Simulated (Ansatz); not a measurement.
**Zn4InGaO7 (P6₃/mmc, No. 194, 26 atoms in the cell; start mp-1153970)**

Level of theory: r²SCAN (Ansatz, a quantum-chemistry and plane-wave program, plane waves, PAW).

Numerical settings: plane-wave cutoff 560 eV, 12×12×1 k mesh (along the axes of the cell as run), Fermi–Dirac smearing 0.01 eV, scalar-relativistic PAW data made under PBE.

Cell (relaxed with PBEsol):

Space group P6₃/mmc (No. 194); a = 3.279 Å, b = 3.279 Å, c = 32.823 Å, α = 90.00°, β = 90.00°, γ = 120.00°

| atom | site | symmetry | x | y | z |
|---|---|---|---|---|---|
| Zn | 4f | 3m. | 0.6667 | 0.3333 | 0.0927 |
| Zn | 4e | 3m. | 0.0000 | 0.0000 | 0.1712 |
| In | 2a | -3m. | 0.0000 | 0.0000 | 0.0000 |
| Ga | 2d | -6m2 | 0.6667 | 0.3333 | 0.2500 |
| O | 4f | 3m. | 0.6667 | 0.3333 | 0.0332 |
| O | 4e | 3m. | 0.0000 | 0.0000 | 0.1114 |
| O | 4f | 3m. | 0.6667 | 0.3333 | 0.1898 |
| O | 2b | -6m2 | 0.0000 | 0.0000 | 0.2500 |

For Zn4InGaO7 (P6₃/mmc, No. 194, 26 atoms in the cell; start mp-1153970), the band gap is 1.53 eV.

Note: cell and atoms aren't relaxed at this level (largest force component 0.08 eV/Å).

Spin–orbit coupling is not included.

Computed values are for the static lattice.

Computing time: roughly 5 core-minutes.

A start named mp-… is a Materials Project structure, which need not be a measured phase.
